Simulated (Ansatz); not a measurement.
Take SiC (space group Pm-3n, No. 223; a = 5.357 Å; a hypothetical phase, not in the database extracts checked) as the base. Axes: x, y, z lie along the cube axes.

The values are results of Ansatz (a program for electronic structure), PBE, PAW, cutoff 420 eV, no spin-orbit coupling, not measurements.

A first run, uniaxial strain ε_zz = −1.31 %, gives secant values C11 ≈ 390 GPa and C12 ≈ 62 GPa from its stress. A second run applies biaxial strain −2.15 %, plane normal [001], relaxed out of plane.

What does linear elasticity predict for −ε⊥/ε∥ in the second run, and what does the run give?

Linear elasticity: 2 C12/C11 = 0.32. The run gives 0.33; any difference comes from nonlinear terms at these strains and numerical noise.

No phonon test of stability was made.
